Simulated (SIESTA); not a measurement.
Checking a run of SIESTA on LaCo2Ni3 (P6/mmm, 6 atoms in the cell). The aim is a self-consistent single point with DFT, GGA PBEsol, numerical atomic orbitals TZP, PseudoDojo PBEsol standard norm-conserving potentials (rewritten from UPF to PSML).

Cell that was meant: a = 4.9501 Å, b = 4.9501 Å, c = 4.0078 Å, α = 90.00°, β = 90.00°, γ = 120.00°.

Part of the input:

```
PAO.EnergyShift              0.01 Ry
MeshCutoff                   400 Ry
%block kgrid.MonkhorstPack
    1   0   0  0.0
    0   1   0  0.0
    0   0   1  0.0
%endblock kgrid.MonkhorstPack
OccupationFunction           FD
ElectronicTemperature        0.1 eV
```

The program printed (abridged):

```
reinit: Reading from file input.fdf

reinit: System Name: LaCo2Ni3
reinit: System Label: siesta

NOTE on units for spin output:
   [... lines left out ...]
Gamma-point calculation with interaction between periodic images
Some features might not work optimally:
Some features might not work optimally:
e.g. DM initialization from atomic data
e.g. DM initialization from atomic data
new_DM -- step:     1
Initializing Density Matrix...

Attempting to read DM from file... Failed...
DM filled with atomic data (user-defined):

InitMesh: MESH = 54 x 54 x 50 = 145800
InitMesh: Mesh cutoff (required, used) =   400.000   430.151 Ry

stepf: Fermi-Dirac step function
        iscf     Eharris(eV)        E_KS(eV)     FreeEng(eV)     dDmax    Ef(eV) dHmax(eV)
   scf:    1   -22438.946134   -22800.034252   -22800.450879  4.338738 -1.564932 47.722960
     spin moment: {S} , |S| = {        0.0        0.0    9.29384 }     9.29384
   scf:    2   -22774.171759   -22895.342506   -22895.625941  3.806197 -2.934731 34.148061
     spin moment: {S} , |S| = {        0.0        0.0    7.28918 }     7.28918
   scf:    3   -22926.703020   -22944.038097   -22944.344590  2.006630 -3.511866  8.617312
   [... lines left out ...]
     spin moment: {S} , |S| = {        0.0        0.0    2.39590 }     2.39590
   scf:   48   -22949.273489   -22949.273495   -22949.587244  0.000011 -3.611436  0.000399
     spin moment: {S} , |S| = {        0.0        0.0    2.39583 }     2.39583
   scf:   49   -22949.273483   -22949.273489   -22949.587244  0.000012 -3.611426  0.000362
     spin moment: {S} , |S| = {        0.0        0.0    2.39575 }     2.39575
   scf:   50   -22949.273478   -22949.273484   -22949.587244  0.000010 -3.611417  0.000373
     spin moment: {S} , |S| = {        0.0        0.0    2.39568 }     2.39568
SCF Convergence by DM+H criterion
max |DM_out - DM_in|         :     0.0000095081
max |H_out - H_in|      (eV) :     0.0003726365
SCF cycle converged after 50 iterations

Using DM_out to compute the final energy and forces

siesta: E_KS(eV) =           -22949.2735

siesta: E_KS - E_eggbox =    -22949.2735

siesta: Atomic forces (eV/Ang):
     1   -0.000000   -0.000000    0.000000
     2    0.000042   -0.000020    0.000000
     3   -0.000041    0.000020   -0.000000
     4   -0.000000   -0.000002    0.000000
     5   -0.000001    0.000001    0.000000
     6    0.000001    0.000001    0.000000
   Tot    0.000001   -0.000000    0.000001
   Max    0.000042
   Res    0.000015    sqrt( Sum f_i^2 / 3N )
   Max    0.000042    constrained

   [... lines left out ...]
siesta: FreeEng =    -22949.587244
siesta: Cell volume =         85.047911 Ang**3
siesta:          -8.25341464         -8.25259213  kBar
   [... lines left out ...]

Mulliken Atomic Populations:
Atom #   charge [q] valence [e]      Sz [e]  Species
     1    -1.500580   12.500580    0.007575  La
     2     0.558404   16.441596    0.831984  Co
     3     0.558398   16.441602    0.831981  Co
     4     0.127933   17.872067    0.241372  Ni
     5     0.127910   17.872090    0.241398  Ni
     6     0.127934   17.872066    0.241372  Ni
 Total     0.000000                2.395682
```

**Question.** Is this run sound? If not, what is wrong?

**Answer.** The run is not sound. The fault is a single k-point for a small metallic cell. One k-point cannot sample the Fermi surface of a small cell. To fix it, use a converged k-point mesh. The run converged in 50 iterations without an error; against the sound input the free energy rises by 490 meV/atom, the pressure goes from -5.67 to -0.83 GPa and the size of the net moment goes from 0.66 to 0.40 μB/atom.

An input that runs soundly differs in these lines (not the only fix; some lines may just follow from the change or write a value another way):
```diff
-    1   0   0  0.0
-    0   1   0  0.0
-    0   0   1  0.0
+    4   0   0  0.0
+    0   4   0  0.0
+    0   0   5  0.0
```

With that input, the run converged in 29 iterations: free energy E − TS -22952.5283 eV; Fermi level (on the code's own zero) -4.76 eV; pressure -5.67 GPa; size of the cell's spin moment 3.95 μB; site moments (μB, in the program's spheres or projections) La -0.28, Co 1.50, Co 1.50, Ni 0.41, Ni 0.41, Ni 0.41 (DFT, GGA PBEsol, numerical atomic orbitals TZP, PseudoDojo PBEsol standard norm-conserving potentials (rewritten from UPF to PSML)).

On the sound input: the starting cell comes from a database of computed structures (which also holds hypothetical and non-ambient phases and stackings), without a prior relaxation at this level. The magnetic order is the one reached from the typed start; others were not searched systematically. Values carry the incompleteness of an atom-centred basis. With a pressure of about -6 GPa the cell is away from its equilibrium volume at this level.
